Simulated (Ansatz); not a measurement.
Ansatz (a quantum-chemistry and plane-wave program) run on LaCoSi2 (Cm, 8 atoms in the cell): self-consistent single point.

Method of the run: PBEsol, default PAW files made with PBE (plane waves; Ansatz).

The change in words: lattice scaled by 0.98; kpoints.mp_grid.grid: 5 5 5 → 7 7 7; scf.occupations.width: 0.0073 Ry → 0.0037 Ry. Reference geometry:
```
CELL_PARAMETERS angstrom
      2.12634    -8.31888     0.00000
      2.12634     8.31888     0.00000
      0.00000     0.00000     4.10450
ATOMIC_POSITIONS crystal
  La 0.60858 0.39142 0.76218
  La 0.39142 0.60858 0.25000
  Co 0.81844 0.18156 0.75000
  Co 0.18156 0.81844 0.25000
  Si 0.95629 0.04371 0.75000
  Si 0.04371 0.95629 0.25000
  Si 0.24957 0.75043 0.75000
  Si 0.75043 0.24957 0.25000
```

Reference input (self-consistent single point, DFT, PBEsol, plane waves, default PAW files made with PBE): basis.ecutwfc = 30.9 Ry; kpoints.mp_grid.grid = 5 5 5; hamiltonian.xc = pbesol; hamiltonian.pseudopotentials = {kind: paw} (the program's default PAW files); scf.occupations.method = gaussian; scf.occupations.width = 0.0073 Ry. This run's input differs from it in these lines:

Ansatz 0.2 input:
```diff
@@ -3,5 +3,5 @@
   lattice:
-    - [2.126344, -8.318877, 0.000000]
-    - [2.126344, 8.318877, 0.000000]
-    - [0.000000, 0.000000, 4.104500]
+    - [2.083817, -8.152499, 0.000000]
+    - [2.083817, 8.152499, 0.000000]
+    - [0.000000, 0.000000, 4.022410]
   atoms:
@@ -19,3 +19,3 @@
   mp_grid:
-    grid: [5, 5, 5]
+    grid: [7, 7, 7]
 hamiltonian:
@@ -27,3 +27,3 @@
     method: gaussian
-    width: 0.0073 Ry
+    width: 0.0037 Ry
 output:
```

Output, abridged:

```
SCF iter   1: F=—  HF=-25000.860325 eV  |F-HF|=—  |Δ(HF+E_count)|=         —  Δρ=9.65e-3  dr2=1.04e-1  ethr=1.77e-3  ⟨swp⟩=7.5  Hψ=19320  notcnv=0  defer=29
all-band conjugate gradients solve this SCF's bands
preconditioner: auto → Kerker (q_TF=auto, 2.452 Å⁻¹)
SCF iter   2: F=—  HF=-25000.846357 eV  |F-HF|=—  |Δ(HF+E_count)|=   1.40e-2  Δρ=3.05e-3  dr2=3.17e-2  ethr=1.44e-4  ⟨swp⟩=2.5  Hψ=6662  notcnv=0  defer=264
   [... lines left out ...]
SCF iter   6: F=—  HF=-25000.840927 eV  |F-HF|=—  |Δ(HF+E_count)|=   2.86e-5  Δρ=6.27e-5  dr2=5.23e-6  ethr=3.33e-8  ⟨swp⟩=2.5  Hψ=7782  notcnv=0  defer=267
SCF iter   7: F=—  HF=-25000.840926 eV  |F-HF|=—  |Δ(HF+E_count)|=   1.01e-6  Δρ=3.35e-5  dr2=1.27e-6  ethr=7.26e-9  ⟨swp⟩=2.0  Hψ=5572  notcnv=0  defer=267
SCF iter   8: F=—  HF=-25000.840926 eV  |F-HF|=—  |Δ(HF+E_count)|=   3.94e-8  Δρ=1.02e-5  dr2=1.14e-7  ethr=1.76e-9  ⟨swp⟩=1.0  Hψ=4144  notcnv=0  defer=267
SCF iter   9: F=-25000.840926 eV  HF=-25000.840926 eV  |F-HF|=5.71e-9  |Δ(HF+E_count)|=   1.02e-8  Δρ=2.57e-6  dr2=7.73e-9  ethr=1.39e-10  ⟨swp⟩=12.4  Hψ=19787  notcnv=0
SCF 1 converged in 9 iterations: F = -25000.840926 eV  dr2 = 7.73e-9
Free energy (F): -25000.840926 eV
Internal energy: -25000.836423 eV  (E = F + TS)
E sigma→0 (E₀):  -25000.838674 eV
Entropy (-TS):   -0.004502 eV (-0.563 meV/atom)
Fermi energy:    12.862667 eV
--- Forces (eV/Å), atoms counted from 1 ---
  atom   1  La    -0.00000000     0.05149684    -0.39005125
  atom   2  La    -0.00000000    -0.05040260     0.02214930
  atom   3  Co    -0.00000000    -0.05375876     0.01152954
  atom   4  Co     0.00000000     0.05168101     0.04310152
  atom   5  Si     0.00000000    -0.07401859     0.01241628
  atom   6  Si     0.00000000     0.08282178     0.19401542
  atom   7  Si     0.00000000    -0.10024060    -0.00680614
  atom   8  Si     0.00000000     0.09242587     0.11364277
--- Stress (GPa, compression-positive) ---
        1.931087       0.000000       0.000000
        0.000000       2.949329      -0.030988
        0.000000      -0.030989       3.457693
  P = ⅓ Tr σ = 2.7794 GPa (27.794 kbar)
  The stress holds the Pulay correction. Without it, at fixed plane waves, as pw.x and ABINIT print it: P = 2.7343 GPa
```

The run converged in 9 iterations. Against the reference run the free energy drops by 7.8 meV/atom, the pressure goes from -4.71 to 2.78 GPa and the largest force goes from 0.334 to 0.393 eV/Å.

The starting cell comes from a database of computed structures (which also holds hypothetical and non-ambient phases and stackings), without a prior relaxation at this level. Its lattice was rescaled by up to half a per cent. One atom was moved a little off its site on purpose. For this run, on top of that: lattice scaled by 0.98. Spin polarisation is off. Ansatz's pressure includes its estimate of the finite-basis (Pulay) stress.

Cost on one core of a shared machine: roughly 70 s.
